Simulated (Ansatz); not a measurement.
Base system: ZnCu2SnS4 (space group I-42m, No. 121; a = 5.372 Å, c = 10.757 Å; a cell from a computed database, its experimental status unchecked). Axes: x, y, z lie along a, b, c of the conventional cell.

Modification: tensor shear ε_xz = +1.60 % (engineering shear γ = 0.0320); the atoms relax in the strained cell.

Levels (all Ansatz, a quantum-chemistry and plane-wave program, PAW): PBEsol (420 eV, no SOC); r2SCAN (500 eV, spin-orbit coupling left out).

The geometry is relaxed with PBEsol.

```
Item               Value
---------------  -------
PBEsol band gap     zero
PBEsol pressure  0.0 GPa
```

With r2SCAN at the same geometry, the band gap goes from zero to 0.30 eV; the pressure goes from zero to 1.5 GPa.

Single points use the geometry relaxed with PBEsol. Their cutoffs differ, which shifts pressures a little. Stability against distortions was not tested. All final runs are without spin polarisation. A zero or small gap of ZnCu2SnS4 can be the functional's error rather than a property of the material.
